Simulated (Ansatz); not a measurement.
L1₀ (CuAu-type) FePt, treated with PBEsol in Ansatz (plane waves, PAW).

Numerical settings: plane-wave cutoff 520 eV, 20×20×14 k mesh (along the axes of the cell as run), Fermi–Dirac smearing 0.05 eV, spin-polarised with parallel moments, scalar-relativistic PAW data made under PBE.

Starting structure:

```
CELL_PARAMETERS angstrom
      2.72000     0.00000     0.00000
      0.00000     2.72000     0.00000
      0.00000     0.00000     3.71000
ATOMIC_POSITIONS crystal
  Fe 0.00000 0.00000 0.00000
  Pt 0.50000 0.50000 0.50000
```

### Question
Into what structure does the relaxation of cell and atoms lead at this level, with the symmetry of the start kept?

### Answer
The volume shrinks by 2.2 %; final space group P4/mmm.
```
CELL_PARAMETERS angstrom
      2.68768     0.00000     0.00000
      0.00000     2.68768     0.00000
      0.00000     0.00000     3.71570
ATOMIC_POSITIONS crystal
  Fe 0.00000 0.00000 0.00000
  Pt 0.50000 0.50000 0.50000
```

Ansatz is a program for electronic structure.
